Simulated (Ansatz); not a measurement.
Checking a run of Ansatz (a quantum-chemistry and plane-wave program) on CaPtPb (Pnma, 12 atoms in the cell). The aim is a self-consistent single point with DFT, PBEsol, plane waves, default PAW files made with PBE.

Cell that was meant: a = 7.4813 Å, b = 4.8499 Å, c = 8.4683 Å, α = 90.00°, β = 90.00°, γ = 90.00°.

Part of the input:

Ansatz 0.2 input:
```yaml
    - { symbol: Pb, position: [0.671190, 0.750000, 0.423380] }
    - { symbol: Pb, position: [0.171190, 0.750000, 0.076620] }
    - { symbol: Pb, position: [0.828810, 0.250000, 0.923380] }
basis:
  ecutwfc: 105.0
kpoints:
  mp_grid: { grid: [4, 5, 3] }
hamiltonian:
  xc: pbesol
  pseudopotentials: { kind: paw }
scf:
  occupations: { method: fermi_dirac, width: 0.1 }
output:
  forces: true
  eigenvalues: true
```

Log, with long lists cut:

```
   [... lines left out ...]
PAW frozen core: Pb, regenerated for the run's functional, and the local potential with it
Initial density: superposition of atomic densities (neutral atoms: chi_scale 0, normalization atom), corrected by the library's trained network
Initial wavefunctions: pseudopotential atomic-orbital guess
Eigensolver: davidson
Functional: x = pbesol(κ = 0.804, μ = 0.12345679012345678), c = pbesol(β = 0.046)
SCF iter   1: F=—  HF=-102745.767029 eV  |F-HF|=—  |Δ(HF+E_count)|=         —  Δρ=5.91e-1  dr2=1.17e3  ethr=1.77e-3  ⟨swp⟩=9.1  Hψ=8922  notcnv=0  defer=3
all-band conjugate gradients solve this SCF's bands
preconditioner: auto → Kerker (q_TF=auto, 2.467 Å⁻¹)
SCF iter   2: F=—  HF=-102460.932537 eV  |F-HF|=—  |Δ(HF+E_count)|=    2.85e2  Δρ=3.86e-1  dr2=4.83e2  ethr=1.77e-3  ⟨swp⟩=4.3  Hψ=5344  notcnv=0  defer=34
   [... lines left out ...]
SCF iter   9: F=—  HF=-102227.704007 eV  |F-HF|=—  |Δ(HF+E_count)|=   1.23e-2  Δρ=3.31e-5  dr2=5.06e-6  ethr=1.34e-8  ⟨swp⟩=2.9  Hψ=3325  notcnv=0  defer=44
SCF iter  10: F=—  HF=-102227.704007 eV  |F-HF|=—  |Δ(HF+E_count)|=   2.41e-7  Δρ=1.23e-5  dr2=8.88e-7  ethr=3.01e-9  ⟨swp⟩=2.0  Hψ=2180  notcnv=0  defer=44
SCF iter  11: F=-102227.704007 eV  HF=-102227.704007 eV  |F-HF|=2.24e-8  |Δ(HF+E_count)|=   3.30e-8  Δρ=2.87e-6  dr2=6.41e-8  ethr=5.95e-11  ⟨swp⟩=11.0  Hψ=8108  notcnv=0
SCF 1 converged in 11 iterations: F = -102227.704007 eV  dr2 = 6.41e-8
Free energy (F): -102227.704007 eV
Internal energy: -102227.518816 eV  (E = F + TS)
E sigma→0 (E₀):  -102227.611411 eV
Entropy (-TS):   -0.185191 eV (-15.433 meV/atom)
Fermi energy:    14.011587 eV
--- Forces (eV/Å), atoms counted from 1 ---
  atom   1  Ca    -0.28026242     0.00000000     0.57046008
  atom   2  Ca     0.28026242    -0.00000000    -0.57046008
  atom   3  Ca     0.28026242     0.00000000     0.57046008
  atom   4  Ca    -0.28026242    -0.00000000    -0.57046008
  atom   5  Pt     5.76293889    -0.00000000    -1.05889647
  atom   6  Pt    -5.76293889     0.00000000     1.05889647
  atom   7  Pt    -5.76293889    -0.00000000    -1.05889647
   [... lines left out ...]
  atom  12  Pb    -1.58026862     0.00000000     0.10485133
--- Stress (GPa, compression-positive) ---
        3.788039      -0.000000       0.000000
       -0.000000       1.275397       0.000000
        0.000000       0.000000      10.261089
  P = ⅓ Tr σ = 5.1082 GPa (51.082 kbar)
  The stress holds the Pulay correction. Without it, at fixed plane waves, as pw.x and ABINIT print it: P = -1551.8046 GPa
```

**Question.** Is anything amiss in this input, and did it matter?

**Answer.** The run is not sound. The fault is a basis or grid far too coarse for these potentials. Far below the cutoff that the potentials were made for, the basis cannot represent the orbitals near the nuclei, and energies, forces and above all the stress go wrong. To fix it, restore the cutoff that the potentials need and check convergence. The run converged in 11 iterations without an error; against the sound input the free energy goes up by 126 eV/atom, the pressure goes from -6.40 to 5.11 GPa and the largest force goes from 0.131 to 5.859 eV/Å. At a fixed set of plane waves, without the program's Pulay estimate, the pressure is -1551.80 GPa against -6.42 GPa.

The sound input it was made from differs as follows (other fixes are possible):
```diff
-basis:
-  ecutwfc: 105.0
-  occupations: { method: fermi_dirac, width: 0.1 }
+  occupations: { method: fermi_dirac, width: 0.1 eV }
```

With that input, the run converged in 8 iterations: free energy E − TS (on the zero of these files) -103737.6754 eV; Fermi level (on the code's own zero) 11.28 eV; pressure -6.40 GPa; largest force (vector length) 0.131 eV/Å (DFT, PBEsol, plane waves, default PAW files made with PBE).

On the sound input: the starting cell comes from a database of computed structures (which also holds hypothetical and non-ambient phases and stackings), without a prior relaxation at this level. Its lattice was rescaled by a random factor within 2.5 % of one. Spin polarisation is off. With a pressure of about -6 GPa the cell is away from its equilibrium volume at this level. Ansatz's pressure includes its estimate of the finite-basis (Pulay) stress.
